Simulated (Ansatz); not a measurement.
# Mo$_{3}$Ir in the A15 (Cr3Si type) structure (space group Pm-3n, No. 223; a cell from a computed database, its experimental status unchecked)

Mo₃Ir has the cubic space group Pm-3n (No. 223), the A15 (Cr3Si type) structure, Pearson symbol cP8. Lattice parameters: a = 4.940 Å, b = 4.940 Å, c = 4.940 Å, α = 90.00°, β = 90.00°, γ = 90.00°. Mo on 6c is coordinated by 2 Mo at 2.470 Å and 8 Mo at 3.025 Å and 4 Ir at 2.762 Å. Ir on 2a is surrounded by 12 Mo at 2.762 Å. (Neighbours: up to the widest gap in distance over summed covalent radii, below 1.35, at either atom.)

All numbers come from plane-wave PAW DFT at the PBEsol level (Ansatz, a quantum-chemistry and plane-wave program, 420 eV), scalar-relativistic without spin-orbit coupling. k-mesh 10×10×10 (Γ-centred); smearing 0.05 eV (Fermi–Dirac).

```yaml
volume_per_atom: 15.07 Å³
density: 13.22 g/cm³
band_gap: zero
total_energy: -6622.962 eV/atom (σ→0; compares only within this code and set-up)
```

Whether these cells are dynamically stable was not tested. The final runs are not spin-polarised.
